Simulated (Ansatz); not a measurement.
## MgB2: energy against strain

MgB2 (AlB2 type, P6/mmm, 9.479 Å³/atom at rest, c along z) under a strain ε along a direction in the basal plane (axis x), the other axes held. PBEsol in Ansatz, a plane-wave DFT program (PAW, default set), 420 eV, 22×22×17 Γ-centred mesh, Fermi-Dirac smearing 0.10 eV; ions are relaxed within the symmetry of each cell.

Here s stands for strain and y for E less E0.

| strain (%) | E less E0 (meV/atom) |
|---|---|
| -1.50 | 2.88 |
| -1.00 | 1.26 |
| -0.50 | 0.31 |
| 0.00 | 0.00 |
| 0.50 | 0.34 |
| 1.00 | 1.30 |
| 1.50 | 2.89 |
| 3.00 | ? |

### Question
Fit y against s with a parabola, and predict the withheld value at s = 3.00.

### Answer
Least squares gives y = 0.002 + 0.0100·s + 1.2810·s². Residuals (row less fit): 0.011, -0.013, -0.007, -0.002, 0.013, 0.007, -0.009; standard error 0.013 (degrees of freedom: 4). Twice the quadratic coefficient over the volume, 2 × 1.2810 meV × 10⁴ × 0.1602 / 9.479 Å³, is the elastic constant C11 = 433 ± 1.9 GPa. At the withheld row, y = 0.002 + 0.0100 × 3.0 + 1.2810 × 3.0² = 11.561 meV/atom. The calculation gives 11.26 meV/atom, 0.301 meV/atom below the prediction (2.7 % of the range of y in the table). The row lies outside the fitted rows, so this is an extrapolation. From the scatter of the fitted rows alone, a prediction at this place has a standard error of 0.048 meV/atom, so the miss is 6.3 times that.

One order more, fitted to all 13 runs of the series, follows each within 0.01, so the miss is the next term of a smooth law. In a metal these values are sensitive to mesh and smearing; energies are taken to zero smearing, stresses follow the free energy. Rows are the converged runs of the series near zero and its far end; series whose fitted rows scatter by over a few per cent of the range, as at a crossing or softening among them, aren't shown in this form. Most that stay on the fit to the last digits aren't either.
